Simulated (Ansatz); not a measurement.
SrO, response to strain

The parent structure is SrO in the rock salt structure (space group Fm-3m, No. 225).

```xyz
2
Lattice="0.0000 2.5611 2.5611 2.5611 0.0000 2.5611 2.5611 2.5611 0.0000" Properties=species:S:1:pos:R:3 pbc="T T T"
O      0.0000     0.0000     0.0000
Sr     2.5611     2.5611     2.5611
```

Cartesian axes are those of the cell as printed.

Strains are applied to the cell and any free atomic positions relax.

All numbers come from PBEsol (Ansatz, a quantum-chemistry and plane-wave program; PAW; 420 eV plane waves; scalar-relativistic without spin-orbit coupling).

Candidates:
(a) isotropic strain +1.33 %
(b) uniaxial strain ε_yy = −4.27 %
(c) isotropic strain +4.38 %
(d) isotropic strain −4.77 %
(e) isotropic strain +1.63 %

Notes on the quantities. energy relative to the base: free energy F.

Problem. Order them by energy relative to the base, highest first.

Solution. (d) isotropic strain −4.77 % (+120 meV/atom), (c) isotropic strain +4.38 % (+73 meV/atom), (b) uniaxial strain ε_yy = −4.27 % (+21 meV/atom), (e) isotropic strain +1.63 % (+11 meV/atom), (a) isotropic strain +1.33 % (+7.4 meV/atom)

Stability against distortions was not tested.
